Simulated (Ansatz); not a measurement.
**Effect of Pb on a Si site, symmetric start on TiSi2**

The reference is a 12-atom supercell of TiSi₂ (space group Fddd, No. 70; a = 4.7602 Å, b = 8.1802 Å, c = 8.4999 Å) at its relaxed geometry.

One thing is altered: a neutral Pb on a Si site, symmetric start, atoms relaxed at fixed cell.

Computed with PBEsol (Ansatz, a program for electronic structure; PAW; 420 eV plane waves; spin-orbit coupling left out). k-mesh 6×7×6 (Γ-centred); smearing 0.05 eV (Fermi–Dirac).

| quantity | base | changed | shift |
|---|---|---|---|
| energy gained by relaxation | – | 0.72 eV | – |
| largest displacement of a host atom from its site in the perfect cell | – | 0.16 Å | – |
| mean distance from the defect site to its nearest host atoms | 2.53 Å | 2.65 Å | +0.12 Å |

The cell is small, so the values are those of an ordered compound at a high defect concentration; dilute-limit values will differ. The defect started on the symmetric site and kept its symmetry, so it may sit on a saddle. All final runs are without spin polarisation. The defect cell is not spin-polarised.
